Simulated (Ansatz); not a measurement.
LiF in the rock salt structure (space group Fm-3m, No. 225)

```yaml
crystal:
  lattice:
    - [0.00000, 1.99510, 1.99510]
    - [1.99510, 0.00000, 1.99510]
    - [1.99510, 1.99510, 0.00000]
  atoms:
    - { symbol: F, position: [0.00000, 0.00000, 0.00000] }
    - { symbol: Li, position: [0.50000, 0.50000, 0.50000] }
```

The values are results of r2SCAN (Ansatz, a program for electronic structure; PAW; 500 eV plane waves; spin-orbit coupling left out), not measurements. k-mesh 14×14×14 (Γ-centred); smearing 0.05 eV (Fermi–Dirac).

Volume per atom: 7.94 Å³
Density: 2.71 g/cm³
Band gap: 10.33 eV, direct at Γ
Electron mass: 0.88 mₑ
Lowest conduction-band minima above the VBM: Γ 10.33 eV
Total energy: -509.166 eV/atom (σ→0; compares only within this code and set-up)

Masses are band curvatures over ±0.01 Å⁻¹ around the edge. Gaps are read on the SCF mesh and a high-symmetry path. Whether these cells are dynamically stable was not tested.
